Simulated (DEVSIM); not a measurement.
Device: Al/SiO2/p-Ge capacitor, at 250 K.

| layer (left to right) | material | thickness (nm) | Na (cm⁻³) |
|---|---|---|---|
| 1 | SiO2 | 1.30 | - |
| 2 | Ge | 7700 | 6e15 |

Metal gate on the left, work function 4.1 eV. Fixed charge at the semiconductor interface 0 cm⁻² (in units of +e); no interface traps.

Constants are typed, rounded textbook-type inputs, not results; the design itself was drawn at random and stands for no fabricated device. Values at 300 K; Nc and Nv go as T^1.5, mobilities as T to minus their exponent, the gap by Varshni's rule with the affinity fixed.

```
parameter         SiO2        Ge
----------------  ----  --------
gap (eV)             9     0.664
affinity (eV)      0.9         4
permittivity       3.9        16
Nc (cm⁻³)            -   1.04e19
Nv (cm⁻³)            -      6e18
Varshni α (eV/K)     -  0.000477
Varshni β (K)        -       235
```

DEVSIM, 1D Poisson equation in equilibrium, Boltzmann statistics, complete ionisation; no quantum confinement or tunnelling. Metal contacts follow the ideal Schottky-Mott rule: no Fermi-level pinning, no interface dipoles.

### Question
Give the band bending (positive: bands bend down) and minority sheet density.

### Answer

| Vg (V) | ψs (V) | minority carriers (cm⁻²) |
|---|---|---|
| -0.65 | -0.139 | < 1e8 |
| -0.5 | -0.052 | < 1e8 |
| -0.35 | 0.085 | < 1e8 |
| -0.2 | 0.231 | < 1e8 |
| -0.05 | 0.378 | 4.3e9 |
| 0.1 | 0.498 | 4.8e11 |
